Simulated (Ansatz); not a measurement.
# Ansatz run on Nb₃Au₂ (I4/mmm, 5 atoms in the cell): self-consistent single point

Computed with PBEsol, default PAW files made with PBE (plane waves; Ansatz, a program for electronic structure).

This input was run:

Ansatz 0.2 input:
```yaml
crystal:
  lattice:
    - [-1.707805, 1.707805, 7.660900]
    - [1.707805, -1.707805, 7.660900]
    - [1.707805, 1.707805, -7.660900]
  atoms:
    - { symbol: Nb, position: [0.000000, 0.000000, 0.000000] }
    - { symbol: Nb, position: [0.399240, 0.399240, 0.000000] }
    - { symbol: Nb, position: [0.600760, 0.600760, 0.000000] }
    - { symbol: Au, position: [0.199770, 0.199770, 0.000000] }
    - { symbol: Au, position: [0.800230, 0.800230, 0.000000] }
basis:
  ecutwfc: 420.0
kpoints:
  mp_grid:
    grid: [7, 7, 7]
hamiltonian:
  xc: pbesol
  pseudopotentials:
    kind: paw
scf:
  occupations:
    method: gaussian
    width: 0.2
output:
  forces: true
  eigenvalues: true
  stress: true
```

Log, with long lists cut:

```
WARN ansatz: RAYON_NUM_THREADS=1 ignored (pool sized by the plan → 1); use --threads N
basis.fft_grid_basis auto: the FFT boxes are laid along the combinations [[1, 0, 1], [0, 1, 1], [0, 0, 1]] of the cell's own vectors, 3.416, 3.416 and 8.033 Å …
Pseudopotentials: kind: paw
Pseudopotential: Nb, paw, valence charge 13
Pseudopotential: Au, paw, valence charge 19
Crystal: 5 atoms, lattice volume = 89.375 Å³
Basis set: ecut = 420 eV, 1737 PW (Γ), FFT grids on a1+a3, a2+a3, a3, exchange–correlation on 48×48×108 points (8 copies of the dense FFT grid, shifted against one another)
Bands: 47, of which v1, the nominal top of the filled ones, is band 39 counted from 1 (38 counted from 0)
Symmetry: 16 space group operations
Space group: I4/mmm (ITA 139), of the structure as read, at distance tolerance 4.5e-5 Å
k-points: 40 of 343
PAW frozen core: Nb, regenerated for the run's functional, and the local potential with it
PAW frozen core: Au, regenerated for the run's functional, and the local potential with it
Initial density: superposition of atomic densities (neutral atoms: chi_scale 0, normalization atom), corrected by the library's trained network
Initial wavefunctions: pseudopotential atomic-orbital guess
Eigensolver: davidson
Functional: x = pbesol(κ = 0.804, μ = 0.12345679012345678), c = pbesol(β = 0.046)
SCF iter   1: F=—  HF=-39501.466962 eV  |F-HF|=—  |Δ(HF+E_count)|=         —  Δρ=6.37e-3  dr2=3.04e-2  ethr=1.77e-3  ⟨swp⟩=4.9  Hψ=5586  notcnv=0
all-band conjugate gradients solve this SCF's bands
preconditioner: auto → Kerker (q_TF=auto, 2.661 Å⁻¹)
SCF iter   2: F=—  HF=-39501.464838 eV  |F-HF|=—  |Δ(HF+E_count)|=   2.12e-3  Δρ=3.29e-3  dr2=7.87e-3  ethr=3.95e-5  ⟨swp⟩=2.0  Hψ=2827  notcnv=0
SCF iter   3: F=—  HF=-39501.462950 eV  |F-HF|=—  |Δ(HF+E_count)|=   1.89e-3  Δρ=5.09e-4  dr2=3.24e-4  ethr=1.02e-5  ⟨swp⟩=2.0  Hψ=2505  notcnv=0
SCF iter   4: F=—  HF=-39501.462893 eV  |F-HF|=—  |Δ(HF+E_count)|=   5.70e-5  Δρ=9.95e-5  dr2=2.00e-5  ethr=4.20e-7  ⟨swp⟩=2.1  Hψ=2298  notcnv=0
SCF iter   5: F=—  HF=-39501.462895 eV  |F-HF|=—  |Δ(HF+E_count)|=   2.16e-6  Δρ=2.34e-5  dr2=1.09e-6  ethr=2.59e-8  ⟨swp⟩=2.0  Hψ=2401  notcnv=0
SCF iter   6: F=-39501.462895 eV  HF=-39501.462895 eV  |F-HF|=3.43e-8  |Δ(HF+E_count)|=   6.95e-8  Δρ=4.88e-6  dr2=4.51e-8  ethr=1.30e-10  ⟨swp⟩=8.0  Hψ=7158  notcnv=0
SCF 1 converged in 6 iterations: F = -39501.462895 eV  dr2 = 4.51e-8
SCF converged after 6 iterations
Free energy (F): -39501.462895 eV
Harris-Foulkes:  -39501.462895 eV  (|F-HF|=3.43e-8)
Internal energy: -39501.388794 eV  (E = F + TS)
E sigma→0 (E₀):  -39501.425844 eV
Entropy (-TS):   -0.074101 eV (-14.820 meV/atom)
Fermi energy:    18.782380 eV
--- Per-component energies (eV) ---
  E_band       = -686.498656
  E_kinetic    = 2387.821883
  E_local      = -6255.869419  (includes V_loc(G=0)·N_el)
  E_nonlocal   = 513.194101
  E_hartree    = 2452.302839
  E_xc         = -976.741967
  E_vxc        = -1186.912777  (∫ρ·V_xc dr)
  E_paw        = -28181.342365  (= ΣΔE_a)
  E_vpaw       = -1049.345964  (= ΣTr[D̂ρ^β])
  E_aug_tail   = 0.002806  (compensation charges beyond the density's cutoff)
  E_ewald      = -9441.941757
  E_core_change = 1.185085  (= ΣΔE_core)
  E_smearing   = -0.074101  (= −TS)
  E_closure    = 0.000000  (closes the sum)
  Σ components = -39501.462895   (vs F -39501.462895, Δ=0.00e0)
--- Forces (eV/Å), atoms counted from 1 ---
  atom   1  Nb    -0.00000000     0.00000000     0.00000000
  atom   2  Nb     0.00000000     0.00000000     0.09882733
  atom   3  Nb     0.00000000     0.00000000    -0.09882733
  atom   4  Au     0.00000000     0.00000000    -0.06911065
  atom   5  Au     0.00000000     0.00000000     0.06911065
  max |Σ_I F_I| component: 4.16e-17 eV/Å
--- Stress (GPa, compression-positive) ---
       -6.327351      -0.000000       0.000000
       -0.000000      -6.327351       0.000000
        0.000000      -0.000000      -6.422831
  P = ⅓ Tr σ = -6.3592 GPa (-63.592 kbar)
  The stress holds the Pulay correction. Without it, at fixed plane waves, as pw.x and ABINIT print it: P = -6.3916 GPa
--- Band table (eV; the first three rows and the last of 40) ---
  k-point 0: bands = ["-87.3505", "-87.3416", "-38.7860", "-38.7313", "-38.7226", "-38.7226", "-38.6477", "-38.6477", "-36.1145", "-36.0639", "-35.3746", "-12.3062", "-12.2413", "-12.2413", "-12.1868", "-12.0755", "-12.0755", "-11.5052", "-11.2707", [...]
  k-point 1: bands = ["-87.3495", "-87.3423", "-38.7847", "-38.7506", "-38.7270", "-38.6943", "-38.6621", "-38.6481", "-36.1005", "-36.0592", "-35.3798", "-12.3747", "-12.2923", "-12.2528", "-12.1594", "-12.1064", "-12.0829", "-11.4465", "-11.3431", [...]
  k-point 2: bands = ["-87.3475", "-87.3440", "-38.7793", "-38.7576", "-38.7368", "-38.6961", "-38.6668", "-38.6489", "-36.0760", "-36.0495", "-35.3842", "-12.4071", "-12.4037", "-12.3149", "-12.2155", "-12.1753", "-12.0607", "-11.4497", "-11.3817", [...]
  k-point 39: bands = ["-87.3500", "-87.3420", "-38.7853", "-38.7482", "-38.7187", "-38.7072", "-38.6517", "-38.6512", "-36.1056", "-36.0629", "-35.3777", "-12.3692", "-12.2326", "-12.2153", "-12.2117", "-12.0962", "-12.0728", "-11.4685", [...]
```

The run converged in 6 iterations.

The starting cell comes from a database of computed structures (which also holds hypothetical and non-ambient phases and stackings), without a prior relaxation at this level. Spin-orbit coupling is off. Spin polarisation is off. With a pressure of about -6 GPa the cell is away from its equilibrium volume at this level. Ansatz's pressure includes its estimate of the finite-basis (Pulay) stress.
